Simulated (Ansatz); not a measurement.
Take PbS in the rock salt structure (space group Fm-3m, No. 225; a = 5.9027 Å) as the base.

Computed with DFT with PBEsol, PAW potentials and a 420 eV plane-wave cutoff in Ansatz (a program for electronic structure), no SOC.

Before the change:

| Item | Value |
|---|---|
| Electron mass | 0.070 mₑ along k, 0.15 mₑ across (at L) |
| Valley order | L along ⟨111⟩ 0.19 eV; a point along ⟨110⟩, about 0.7 Å⁻¹ from Γ 1.14 eV |

One thing is altered: the cell is scaled by 1.0250 in all directions; the atoms relax in the strained cell.

Question: What does the calculation give for the electron mass after the change?

Answer: The electron mass goes from 0.070 mₑ along k, 0.15 mₑ across (at L) to 0.15 mₑ (at L).

Question: Predict the new energy relative to the base.

Answer: The energy goes up by 25 meV/atom.

Question: How does this affect the valley order?

Answer: The valley order (the lowest conduction-band minima on the path, energy above the VBM, named in the base's zone) goes from L along ⟨111⟩ 0.19 eV; a point along ⟨110⟩, about 0.7 Å⁻¹ from Γ 1.14 eV to L along ⟨111⟩ 0.45 eV; a point along ⟨110⟩, about 0.6 Å⁻¹ from Γ 1.32 eV.

Question: Predict the new mean gap deformation potential ΔEg/Δln V.

Answer: The mean gap deformation potential ΔEg/Δln V comes out as +3.5 eV.

With Pb present, leaving out spin-orbit coupling can change the band edges. Masses are band curvatures over ±0.01 Å⁻¹ around the edge. Along k means along the line from Γ to the band edge. No phonon test of stability was made. A zero or small gap of PbS can be the functional's error rather than a property of the material.
